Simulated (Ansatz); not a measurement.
HfO2: point defects

Take an 18-atom supercell of HfO2 in the fluorite structure (space group Fm-3m, No. 225) at its relaxed geometry as the base.

```yaml
crystal:
  lattice:
    - [2.54880, 5.09760, 2.54880]
    - [2.54880, -5.09760, 2.54880]
    - [5.09760, 2.54880, -2.54880]
  atoms:
    - { symbol: Hf, position: [0.16667, 0.50000, 0.66667] }
    - { symbol: Hf, position: [0.00000, 0.00000, 0.00000] }
    - { symbol: Hf, position: [0.33333, 0.00000, 0.33333] }
    - { symbol: Hf, position: [0.66667, 0.00000, 0.66667] }
    - { symbol: Hf, position: [0.50000, 0.50000, 0.00000] }
    - { symbol: Hf, position: [0.83333, 0.50000, 0.33333] }
    - { symbol: O, position: [0.54167, 0.62500, 0.66667] }
    - { symbol: O, position: [0.37500, 0.12500, 0.00000] }
    - { symbol: O, position: [0.70833, 0.12500, 0.33333] }
    - { symbol: O, position: [0.04167, 0.12500, 0.66667] }
    - { symbol: O, position: [0.87500, 0.62500, 0.00000] }
    - { symbol: O, position: [0.20833, 0.62500, 0.33333] }
    - { symbol: O, position: [0.29167, 0.87500, 0.66667] }
    - { symbol: O, position: [0.12500, 0.37500, 0.00000] }
    - { symbol: O, position: [0.45833, 0.37500, 0.33333] }
    - { symbol: O, position: [0.79167, 0.37500, 0.66667] }
    - { symbol: O, position: [0.62500, 0.87500, 0.00000] }
    - { symbol: O, position: [0.95833, 0.87500, 0.33333] }
```

One neutral defect a cell, atoms relaxed at fixed cell.

The values are results of Ansatz (a quantum-chemistry and plane-wave program), PBE, PAW, cutoff 420 eV, no spin-orbit coupling, not measurements.

```tsv
variant	largest displacement of a host atom from its site in the perfect cell	gap of the supercell	pressure	total moment of the cell
perfect supercell	–	3.75 eV	0.0 GPa	–
H interstitial (started 2.21 Å from the nearest host atom)	[?]	1.55 eV	[?]	1.0 μB
O interstitial (started 1.78 Å from the nearest host atom)	0.70 Å	3.08 eV	[?]	0.0 μB
Li interstitial (started 1.78 Å from the nearest host atom)	[?]	zero	6.3 GPa	0.0 μB
```

Q: Some entries are withheld; estimate them.

A: 
- H interstitial (started 2.21 Å from the nearest host atom), largest displacement of a host atom from its site in the perfect cell: 0.04 Å
- H interstitial (started 2.21 Å from the nearest host atom), pressure: 1.9 GPa
- O interstitial (started 1.78 Å from the nearest host atom), pressure: 13.4 GPa
- Li interstitial (started 1.78 Å from the nearest host atom), largest displacement of a host atom from its site in the perfect cell: 0.19 Å

Other magnetic orders, which the real material may have, were not ruled out. In so small a cell the defect repeats every few ångströms: this is an ordered compound, not a dilute defect. A case with no gap was solved on a k-mesh chosen for an insulator, which is coarse for it. Spin-orbit coupling, missing from the scalar runs, can matter with Hf. Starting moments died away, wholly or in part, for O interstitial (started 1.78 Å from the nearest host atom) and Li interstitial (started 1.78 Å from the nearest host atom); another magnetic solution may exist. Where the two band edges lie in opposite spin channels, the gap is a spin-flip gap. This is not the structure that HfO2 has at room temperature and ambient pressure.
